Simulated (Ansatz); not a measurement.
CO, treated with LDA in Ansatz (PAW).

Settings: plane-wave cutoff 520 eV, 8×8×8 k mesh, Fermi–Dirac smearing 0.03 eV, scalar-relativistic PAW data made under PBE.

Starting structure:

```yaml
crystal:
  lattice:
    - [5.63000, 0.00000, 0.00000]
    - [0.00000, 5.63000, 0.00000]
    - [0.00000, 0.00000, 5.63000]
  atoms:
    - { symbol: C, position: [0.95800, 0.95800, 0.95800] }
    - { symbol: C, position: [0.45800, 0.54200, 0.04200] }
    - { symbol: C, position: [0.04200, 0.45800, 0.54200] }
    - { symbol: C, position: [0.54200, 0.04200, 0.45800] }
    - { symbol: O, position: [0.06700, 0.06700, 0.06700] }
    - { symbol: O, position: [0.56700, 0.43300, 0.93300] }
    - { symbol: O, position: [0.93300, 0.56700, 0.43300] }
    - { symbol: O, position: [0.43300, 0.93300, 0.56700] }
```

Question: Into what structure does the relaxation of cell and atoms lead at this level, with the symmetry of the start kept?

Answer: The volume drops by 22 %; final space group P2_13.
```yaml
crystal:
  lattice:
    - [5.17456, 0.00000, 0.00000]
    - [0.00000, 5.17456, 0.00000]
    - [0.00000, 0.00000, 5.17456]
  atoms:
    - { symbol: C, position: [0.96274, 0.96274, 0.96274] }
    - { symbol: C, position: [0.46274, 0.53726, 0.03726] }
    - { symbol: C, position: [0.03726, 0.46274, 0.53726] }
    - { symbol: C, position: [0.53726, 0.03726, 0.46274] }
    - { symbol: O, position: [0.08840, 0.08840, 0.08840] }
    - { symbol: O, position: [0.58840, 0.41160, 0.91160] }
    - { symbol: O, position: [0.91160, 0.58840, 0.41160] }
    - { symbol: O, position: [0.41160, 0.91160, 0.58840] }
```

Note: the volume lies 22 % below that of the published cell.

Ansatz is a first-principles code.
